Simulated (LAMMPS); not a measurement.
LAMMPS 22 Jul 2025, classical MD, SNAP (Mo_Zuo_JPCA2020.snapcoeff): Mo, 1458 atoms.

```
Property                                                                                            Result
-----------------------------------------------  ---------------------------------------------------------
task                                                                                               MD, nve
potential                                        SNAP, Mo_Zuo_JPCA2020.snapcoeff Mo_Zuo_JPCA2020.snapparam
copies of the repeat unit                                                                            9×9×9
shape (slab and sphere leave vacuum in the box)                                                       bulk
temperature                                                                                          800 K
steps                                                                                                  100
timestep                                                                                              1 fs
neighbor skin                                                                                          2 Å
neigh_modify                                                                     every 1 delay 0 check yes
thermo                                                                                                 100
newton                                                                                        on (default)
atom_modify sort (bins of 2 Å where set)                                                    1000 (default)
comm_style                                                                                 brick (default)
box                                                                                   28.3 × 28.3 × 28.3 Å
start                                                      generated bcc lattice, warmed in an untimed run
compared values                                    energy and forces of the first step, drift over the run
```

It runs on a single node (Arm Neoverse V2, 96 cores on 1 socket, no SMT, 1 L3 cache group).

Each set of copies ran two to five times on the otherwise empty node; times are medians from launch to the last exit. Processes are pinned to neighbouring cores unless said otherwise. The times hold for this build (PyPI wheel: MPICH, OPENMP and OPT packages). Scratch files lie in a memory file system. A preparatory run goes ahead and isn't timed.

Ways to fill 88 cores (the node offers 329 GiB):
- 2 copies of 44 ranks
- 44 copies of 2 ranks
- 4 copies of 22 ranks
- 88 ranks
- 8 copies of 11 ranks
- 88 copies of 1 rank
- 22 copies of 4 ranks

Question: Which packing maximises jobs per hour, and what does it cost in the time of one job?

Answer: 88 copies of 1 rank: 30000 jobs an hour; within 8 % of it: 44 copies of 2 ranks; 22 copies of 4 ranks. At the low end 88 ranks gives 8500. One job is done soonest with 88 ranks (0.42 s against 11 s).

| way | time till all copies end | jobs an hour | memory in all, scratch files included |
|---|---|---|---|
| 88 copies of 1 rank | 11 s | 30000 | 1.2 GiB |
| 44 copies of 2 ranks | 5.3 s | 30000 | 1.3 GiB |
| 22 copies of 4 ranks | 2.8 s | 28000 | 1.3 GiB |
| 8 copies of 11 ranks | 1.3 s | 22000 | 1.3 GiB |
| 4 copies of 22 ranks | 0.75 s | 19000 | 1.2 GiB |
| 2 copies of 44 ranks | 0.52 s | 14000 | 1.2 GiB |
| 88 ranks | 0.42 s | 8500 | 1.2 GiB |
